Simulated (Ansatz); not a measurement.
# A computed series for HfB2: response to strain

The reference is HfB2 (space group P6/mmm, No. 191; relaxed with 0.1 eV smearing).

```
CELL_PARAMETERS angstrom
      3.12780     0.00000     0.00000
     -1.56390     2.70875     0.00000
      0.00000     0.00000     3.44608
ATOMIC_POSITIONS crystal
  Hf 0.00000 0.00000 0.00000
  B  0.66667 0.33333 0.50000
  B  0.33333 0.66667 0.50000
```

Cartesian axes are those of the cell as printed.

Strains are applied to the cell and any free atomic positions relax.

The values are results of Kohn–Sham DFT with the PBEsol functional, run in Ansatz (a program for electronic structure) with PAW and 420 eV plane waves, no spin-orbit coupling, not measurements.

Notes on the quantities. pressure: mean of the normal stresses, compression positive; energy relative to the base: free energy F.

| change | pressure | energy relative to the base | volume per atom |
|---|---|---|---|
| base | 0.0 GPa | 0 meV/atom | 9.73 Å³ |
| uniaxial strain ε_zz = −3.00 % | [?] | [?] | 9.44 Å³ |
| uniaxial strain ε_zz = −1.50 % | 3.8 GPa | +3.3 meV/atom | 9.59 Å³ |
| uniaxial strain ε_zz = −1.00 % | 2.5 GPa | +1.4 meV/atom | 9.63 Å³ |
| uniaxial strain ε_zz = −0.50 % | 1.2 GPa | +0.4 meV/atom | 9.68 Å³ |
| uniaxial strain ε_zz = +0.50 % | -1.2 GPa | +0.4 meV/atom | 9.78 Å³ |
| uniaxial strain ε_zz = +1.00 % | -2.3 GPa | +1.4 meV/atom | 9.83 Å³ |
| uniaxial strain ε_zz = +1.50 % | -3.5 GPa | +3.1 meV/atom | 9.88 Å³ |
| uniaxial strain ε_zz = +2.00 % | -4.6 GPa | +5.5 meV/atom | 9.93 Å³ |
| uniaxial strain ε_zz = +2.50 % | -5.6 GPa | +8.5 meV/atom | 9.98 Å³ |

Q: What belongs in the blanks?

A: 
- uniaxial strain ε_zz = −3.00 %, pressure: 8.0 GPa
- uniaxial strain ε_zz = −3.00 %, energy relative to the base: +13 meV/atom

Stability against distortions was not tested. All final runs are without spin polarisation.
